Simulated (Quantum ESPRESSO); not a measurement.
**Several settings converged on HgTe (C2, 6 atoms in the cell)**

```xyz
6
Lattice="4.6489 0.0000 0.0000 -2.3245 4.0261 0.0000 0.0000 0.0000 10.3768" Properties=species:S:1:pos:R:3 pbc="T T T"
Hg     1.6000     2.7712     0.0000
Hg     1.4990     0.0000     6.9179
Hg    -0.7245     1.2549     3.4589
Te     1.1941     2.0683     5.1884
Te     2.2607     0.0000     1.7295
Te    -1.1303     1.9578     8.6473
```

Base method: LDA (PZ), GBRV 1.5 ultrasoft (LDA) pseudopotentials (plane waves; Quantum ESPRESSO).

Base settings: ecutwfc = 40 Ry; ecutrho = 200 Ry; occupations = smearing; smearing = fermi-dirac; degauss = 0.00147 Ry; potentials = {Hg: hg_lda_v1.uspp.F.UPF, Te: te_lda_v1.uspp.F.UPF}; K_POINTS = automatic 3 3 1 0 0 0; conv_thr = 1e-10 Ry.

The count of work is k-points × plane waves × bands × iterations; it is no time. 

**The SCF threshold**

The mesh stays at the base's, so the ladder's end is converged at best in this setting alone.

Only quantities that move along the ladder and can be compared are tabulated; the gap is left out on so coarse a mesh.

```tsv
conv_thr	free energy less the last step's (meV/atom)	largest difference of a force vector from the last step's (eV/Å)	count of work / last
0.0073 Ry	2.80	0.185	0.19
0.00073 Ry	0.04	0.025	0.38
7.3e-05 Ry	0.04	0.025	0.38
7.3e-07 Ry	0.00	0.009	0.56
7.3e-09 Ry	0.00	0.000	0.69
1e-10 Ry	0.00	0.000	0.81
7.3e-12 Ry	0.00	0.000	0.81
7.3e-14 Ry	0.00	0.000	1.0
```

Coarsest conv_thr that holds the forces within 0.005 eV/Å of the last step, with all finer ones: 7.3e-09 Ry; the step before is off by 0.009 eV/Å.

Coarsest conv_thr that holds the free energy within 1 meV/atom of the last step, with all finer ones: 0.00073 Ry, at 0.38 of the last step's count of work; the step before is off by 2.8 meV/atom.

**The width of Fermi-Dirac smearing**

The mesh stays at the base's, so the ladder's end is converged at best in this setting alone.

Only quantities that move along the ladder and can be compared are tabulated; the gap is left out on so coarse a mesh.

```tsv
degauss	free energy less the last step's (meV/atom)	pressure (GPa)	largest difference of a force vector from the last step's (eV/Å)
0.073499 Ry	-654.89	1.29	0.954
0.036749 Ry	-114.23	-1.11	0.372
0.0147 Ry	-5.91	-1.93	0.034
0.0073499 Ry	0.00	-2.01	0.000
```

Widest degauss that holds the free energy within 5 meV/atom: not settled: the last two steps still differ by 5.9 meV/atom, over half the tolerance, so the ladder does not show it.

Widest degauss that holds the forces within 0.02 eV/Å: not settled: the last two steps still differ by 0.034 eV/Å, over half the tolerance, so the ladder does not show it.

Widest degauss that holds the pressure within 0.2 GPa of the last step, with all finer ones: 0.0147 Ry; the step before is off by 0.90 GPa.

On the base run: the starting cell comes from a database of computed structures (which also holds hypothetical and non-ambient phases and stackings), without a prior relaxation at this level. Its lattice was rescaled by up to half a per cent. One atom was moved a little off its site on purpose.
